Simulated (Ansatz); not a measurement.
Partial pair distribution functions of a relaxed model of amorphous In9Ga9Zn9O35H, broadened by 0.06 Å; density 5.93 g/cm³. The numbers are results of PBE, scalar-relativistic without spin-orbit coupling (plane waves to 420 eV, PAW; Ansatz, an electronic-structure program), not measurements. The usual formal charges leave 3 electrons over, so the level spacing at the Fermi energy parts defect or band states and needn't be the band gap.

A CHGNet melt-quench gave the starting glass, which DFT then relaxed. O atoms were pushed apart under 1.9 Å during the dynamics, to hinder bonds among them. The hot cell started wider than the set density and was brought back towards it in steps. It is the lowest in DFT energy of 2 quenches. It is a model cell: composition and starting density were chosen by hand, and all elements were melted together. No dispersion term was used. Its density started from a set value of 5.93 and ended at 5.93 g/cm³. Cooling (nominally 530 K/ps over its main leg) ran many orders faster than in experiment, which tends to leave more defects and strain. One small periodic cell is one sample of the glass; other quenches scatter about these values. The volume was held where the preparation left it, at a PBE pressure of 3.5 GPa. Stress components on the final sampling reach 4.3 GPa. On a 2×2×2 Γ-centred mesh force components of up to 0.42 eV/Å stay, since the relaxation ran on the zone centre alone. Cycles of charging lowered its energy after that relaxation.

| r (Å) | g In-O | g Ga-O | g In-In | g Ga-Ga |
|---|---|---|---|---|
| 1.60 | 0.00 | 0.00 | 0.00 | 0.00 |
| 1.70 | 0.00 | 0.27 | 0.00 | 0.00 |
| 1.80 | 0.00 | 4.63 | 0.00 | 0.00 |
| 1.90 | 0.03 | 9.59 | 0.00 | 0.00 |
| 2.00 | 1.08 | 4.64 | 0.00 | 0.00 |
| 2.10 | 6.58 | 1.25 | 0.00 | 0.00 |
| 2.20 | 8.00 | 0.90 | 0.00 | 0.00 |
| 2.30 | 2.75 | 0.12 | 0.00 | 0.00 |
| 2.40 | 0.68 | 0.00 | 0.00 | 0.00 |
| 2.50 | 0.41 | 0.00 | 0.00 | 0.00 |
| 2.60 | 0.13 | 0.00 | 0.00 | 0.00 |
| 2.70 | 0.27 | 0.01 | 0.00 | 0.12 |
| 2.80 | 0.32 | 0.24 | 0.00 | 1.13 |
| 2.90 | 0.13 | 0.41 | 0.00 | 0.74 |
| 3.00 | 0.16 | 0.35 | 0.00 | 1.05 |
| 3.10 | 0.20 | 0.39 | 0.24 | 2.90 |
| 3.20 | 0.22 | 0.55 | 2.31 | 3.53 |
| 3.30 | 0.19 | 0.71 | 4.58 | 2.18 |
| 3.40 | 0.57 | 0.55 | 2.64 | 2.68 |
| 3.50 | 0.78 | 0.66 | 0.74 | 2.44 |
| 3.60 | 0.69 | 0.89 | 2.28 | 0.90 |
| 3.70 | 0.86 | 1.11 | 2.65 | 0.67 |
| 3.80 | 1.23 | 1.44 | 2.49 | 0.41 |
| 3.90 | 1.07 | 1.65 | 1.06 | 0.08 |
| 4.00 | 0.88 | 1.40 | 1.34 | 0.65 |
| 4.10 | 1.16 | 0.91 | 2.15 | 1.22 |
| 4.20 | 1.01 | 1.30 | 1.53 | 1.60 |
| 4.30 | 0.97 | 1.39 | 0.36 | 0.88 |
| 4.40 | 0.92 | 1.26 | 0.09 | 0.05 |
| 4.50 | 1.47 | 1.39 | 0.48 | 0.06 |
| 4.60 | 1.69 | 1.45 | 0.20 | 1.00 |

Within 2.58 Å each In has 5.22 O neighbours on average.
